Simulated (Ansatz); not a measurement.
We consider 1T (CdI2-type) MnI2, described by rVV10 (plane waves, PAW; Ansatz, a quantum-chemistry and plane-wave program).

Settings: plane-wave cutoff 520 eV, 12×12×6 k mesh (along the axes of the cell as run), Fermi–Dirac smearing 0.01 eV, spin-polarised with parallel moments, scalar-relativistic PAW data made under PBE.

Results at a series of volumes:

```
V (Å³/atom)  E − E_lowest (meV/atom)
-----------  -----------------------
32.276                          3.89
32.948                          0.91
33.621                          0.00
34.293                          0.81
34.966                          3.04
```

Task: Fit the third-order Birch–Murnaghan equation and give B0 and B′.

Result: V0 = 33.618 Å³/atom, B0 = 20.5 GPa, B′ = 8.6 (fit to the energies at full precision).

Shape and atoms are relaxed at each volume.

Note: the magnetic order was assumed, not searched for or taken from measurement; the bulk modulus comes from volumes at which shape and atoms were relaxed.

Spin–orbit coupling is not included.

Static lattice: no zero-point or thermal effects.
